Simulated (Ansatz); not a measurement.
The starting structures come from a database of crystals and need not be the phases stable at ambient conditions.

 Where the default PAW files enter, the runs use the earlier of Ansatz's two default sets.

## Evanescent states of RuS2 (Pa-3, not sure to be the ambient phase, 12 atoms a cell, 14.9 Å³ an atom) along the normal of (001)

Level of theory: r2SCAN (plane waves, PAW; Ansatz, a quantum-chemistry and plane-wave program).

The gap is the functional's own. No spin-orbit coupling. Mid-gap values are interpolated on the energy grid.

Energies count from the valence-band top; κ is the least over a 6×6 mesh across the current.

| E (eV) | κ (1/Å) | where |
|---|---|---|
| 0.03 | 0.035 | Γ |
| 0.09 | 0.099 | Γ |
| 0.15 | 0.134 | Γ |
| 0.21 | 0.160 | Γ |
| 0.27 | ___ | Γ |
| 0.33 | ___ | Γ |
| 0.39 | ___ | Γ |
| 0.45 | ___ | Γ |
| 0.51 | ___ | Γ |
| 0.57 | ___ | Γ |
| 0.63 | ___ | Γ |
| 0.69 | ___ | Γ |
| 0.75 | 0.131 | Γ |
| 0.81 | 0.109 | Γ |
| 0.87 | 0.080 | Γ |
| 0.93 | 0.025 | Γ |

**Question.** What belongs in the gaps?

**Answer.** 
- 0.27, κ (1/Å): 0.182
- 0.33, κ (1/Å): 0.200
- 0.39, κ (1/Å): 0.210
- 0.45, κ (1/Å): 0.200
- 0.51, κ (1/Å): 0.190
- 0.57, κ (1/Å): 0.178
- 0.63, κ (1/Å): 0.164
- 0.69, κ (1/Å): 0.149
